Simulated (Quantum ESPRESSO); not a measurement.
Input and output of a self-consistent single point for RbFeCl3 (Pm-3m, 5 atoms in the cell) (Quantum ESPRESSO).

Computed with PBEsol, PseudoDojo standard norm-conserving (PBESOL) pseudopotentials (plane waves; Quantum ESPRESSO 7.5).

```yaml
crystal:
  lattice:
    - [4.93012, 0.00000, 0.00000]
    - [0.00000, 4.93012, 0.00000]
    - [0.00000, 0.00000, 4.93012]
  atoms:
    - { symbol: Rb, position: [0.50000, 0.50000, 0.50000] }
    - { symbol: Fe, position: [0.00000, 0.00000, 0.00000], spin: 4.0 }
    - { symbol: Cl, position: [0.50000, 0.00000, 0.00000] }
    - { symbol: Cl, position: [0.00000, 0.50000, 0.00000] }
    - { symbol: Cl, position: [0.00000, 0.00000, 0.50000] }
```
(The spins are starting values, not results.)

Reference input (self-consistent single point, DFT, PBEsol, plane waves, PseudoDojo standard norm-conserving (PBESOL) pseudopotentials): ecutwfc = 90 Ry; occupations = smearing; smearing = cold; degauss = 0.0147 Ry; nspin = 2; potentials = {Rb: Rb.upf, Fe: Fe.upf, Cl: Cl.upf}; K_POINTS = automatic 4 4 4 0 0 0; conv_thr = 1e-10 Ry; mixing_beta = 0.5. This run's input differs from it in these lines:

```diff
@@ -19,2 +19,3 @@
    starting_magnetization(2) = 0.250
+   tot_magnetization = 1
 /
```

Log, with long lists cut:

```
     Self-consistent Calculation

     iteration #  1     ecut=    90.00 Ry     beta= 0.50

---- Real-time Memory Report at c_bands before calling an iterative solver
           209 MiB given to the printing process from OS
           188 MiB allocation reported by mallinfo(arena+hblkhd)
------------------

     Threshold (ethr) on eigenvalues was too large:
     Diagonalizing with lowered threshold

---- Real-time Memory Report at c_bands before calling an iterative solver
           235 MiB given to the printing process from OS
           197 MiB allocation reported by mallinfo(arena+hblkhd)
------------------

   [... lines left out ...]
           291 MiB allocation reported by mallinfo(arena+hblkhd)
------------------
     Spin Component #  1
     Minimization algorithm failed to find Fermi energy: reverting to bisection
     Possible cause: smearing is larger than the electronic band-gap.

     Magnetic moment per site  (integrated on atomic sphere of radius R)
     atom   1 (R=0.292)  charge=  7.7930  magn=  0.0018
     atom   2 (R=0.206)  charge= 14.1738  magn=  0.9320
     atom   3 (R=0.206)  charge=  5.3768  magn=  0.0095
     atom   4 (R=0.206)  charge=  5.3768  magn=  0.0095
     atom   5 (R=0.206)  charge=  5.3768  magn=  0.0095
     End of self-consistent calculation

     the spin up/dw Fermi energies are     5.0022    5.8455 ev

!    total energy              =    -403.00838741 Ry
     estimated scf accuracy    <          5.0E-13 Ry
     smearing contrib. (-TS)   =       0.00051488 Ry
     internal energy E=F+TS    =    -403.00890229 Ry

     total magnetization       =     1.00 Bohr mag/cell
     absolute magnetization    =     1.29 Bohr mag/cell

     convergence has been achieved in  25 iterations

     Forces acting on atoms (cartesian axes, Ry/au):

     atom    1 type  1   force =     0.00000000    0.00000000    0.00000000
   [... zero for the other atoms too ...]

     Total force =     0.000000     Total SCF correction =     0.000000

          total   stress  (Ry/bohr**3)                   (kbar)     P=      -53.02
  -0.00036044   0.00000000   0.00000000          -53.02        0.00        0.00
   0.00000000  -0.00036044   0.00000000            0.00      -53.02        0.00
   0.00000000   0.00000000  -0.00036044            0.00        0.00      -53.02

   JOB DONE.
```

The run converged in 25 iterations. Against the reference run the free energy rises by 286 meV/atom, the pressure goes from -1.32 to -5.30 GPa and the size of the net moment goes from 0.80 to 0.20 μB/atom. The full log also holds: “c_bands:  1 eigenvalues not converged”.

The starting cell comes from a database of computed structures (which also holds hypothetical and non-ambient phases and stackings), without a prior relaxation at this level. The moment is imposed by the input (tot_magnetization), so the state need not be the ground state. The moments shrank to a small part of their start, a low-spin state that need not be the lowest. With a pressure of about -5 GPa the cell is away from its equilibrium volume at this level.

Cost on one core of a shared machine: roughly 5 min.
